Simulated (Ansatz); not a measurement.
The starting structures come from a database of crystals and need not be the phases stable at ambient conditions.

Consider the following.

```xyz
12
Lattice="5.5578 0.0000 0.0000 0.0000 8.7604 0.0000 0.0000 2.7328 7.1423" Properties=species:S:1:pos:R:3 pbc="T T T"
Cs     1.3895     4.0874     2.3576
Cs     4.1684     7.4058     4.7847
Cu     2.8080     7.7885     0.8059
Cu     2.7499     3.7048     6.3363
Cu     0.0291     3.7048     6.3363
Cu     5.5288     7.7885     0.8059
I      4.1684     1.2424     1.4170
I      1.3895    10.2508     5.7253
Cl     4.1684     5.8721     0.9665
Cl     1.3895     5.6212     6.1758
Cl     4.1684     3.9223     4.4584
Cl     1.3895     7.5709     2.6839
```

Space group of this cell: P2_1/m. The cell is taken as given; by PBEsol its mean pressure is -1.2 GPa.

Transport runs along the normal of the first two printed cell vectors.

The gap is the functional's own. No spin-orbit coupling. Mid-gap values are interpolated on the energy grid.

Q: State the band gap and the smallest decay constant κ at mid-gap according to PBEsol in Ansatz (a first-principles code).

A: Gap 1.97 eV on a 6×4×4 mesh; κ = 0.243 1/Å, at the zone centre.
